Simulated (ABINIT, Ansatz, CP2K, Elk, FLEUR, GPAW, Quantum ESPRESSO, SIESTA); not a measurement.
## Code comparison for CaO (Fm-3m, 2 atoms in the cell)

Self-consistent single point.

```yaml
crystal:
  lattice:
    - [0.00000, 2.35428, 2.35428]
    - [2.35428, 0.00000, 2.35428]
    - [2.35428, 2.35428, 0.00000]
  atoms:
    - { symbol: Ca, position: [0.00000, 0.00000, 0.00000] }
    - { symbol: O, position: [0.50000, 0.50000, 0.50000] }
```

All programs got the same cell, k-point mesh and kind of occupations (in Ansatz's words: kpoints.mp_grid.grid = 12 12 12; scf.occupations.method = fermi_dirac; scf.occupations.width = 0.02 eV); potentials, basis and cutoffs are each program's usual ones.

```tsv
code	model	pressure (GPa)	gap on the mesh (eV)	k-points	cutoff
Quantum ESPRESSO	PBE, SSSP 1.1.2 efficiency (PBE) pseudopotentials	9.45	3.628	72	55 Ry
Ansatz	PBE, PAW files	9.33	3.629	72	420 eV
SIESTA	GGA PBE, numerical atomic orbitals TZP, PseudoDojo PBE standard norm-conserving potentials (rewritten from UPF to PSML)	19.74	4.429	948	grid 350 Ry
ABINIT	PBE, norm-conserving pseudopotentials (PseudoDojo nc-sr-05 PBE standard)	9.16	3.638	72	42 Ha
CP2K	PBE, GPW, DZVP-MOLOPT-SR-GTH basis, GTH-PBE potentials (GTH_POTENTIALS)	11.23	3.519	868	grid 500 Ry
Elk	PBE, all-electron FP-LAPW, Elk's shipped species files, APW+lo basis with extra local orbitals	–	3.655	72	rgkmax 7.5
GPAW	PBE, GPAW PAW datasets PBE (gpaw-data 1.0.1)	–	3.670	72	900 eV
FLEUR	PBE, all-electron FLAPW (FLEUR), scalar-relativistic valence	–	3.674	72	Kmax 4 1/bohr
```

A dash marks a value that a program does not give, or that is left out as unsure.

Gaps are read on the mesh.

The spread over the programs that give each value: pressure within 10.58 GPa; gap on the mesh within 0.910 eV.

The starting cell comes from a database of computed structures (which also holds hypothetical and non-ambient phases and stackings), without a prior relaxation at this level. Its lattice was rescaled by a random factor within 2.5 % of one. On Ansatz's run: In the base run, with a pressure of about 10 GPa the cell is away from its equilibrium volume at this level.

Problem. Why do the programs differ, and what cannot be compared?

Solution. Differences of this kind can come from the potentials, where these differ, and from what each basis and cutoff leave unconverged. The zero of total energies and Fermi levels follows the potentials and each program's conventions, so they are not compared here. SIESTA and CP2K use small atom-centred bases, whose incompleteness enters pressures, forces and empty levels differently from a plane-wave cutoff. Elk and FLEUR treat all electrons, but the usual bases taken here (sphere radii, linearisation, local orbitals, empty states) were not tested for convergence, so the values are no reference for the others. Ansatz's pressure is given at a fixed set of plane waves, as the other plane-wave codes print theirs; with its correction for the finite basis it is 9.57 GPa (the shift of 0.24 GPa shows how far the cutoff is from converged). The pressure of GPAW is left out: its cutoff lies under the one at which its stress was checked. The programs reduce the same mesh by symmetry to different extents, which changes the work and not the result. In the pressure, SIESTA (by 10.41) and CP2K (by 1.90) lie more than 1 GPa from the median of the plane-wave programs. In the gap, SIESTA (by 0.796) lies more than 0.12 eV from the median of the plane-wave programs.

Ansatz is a first-principles code.

Keys are those of Ansatz 0.2.
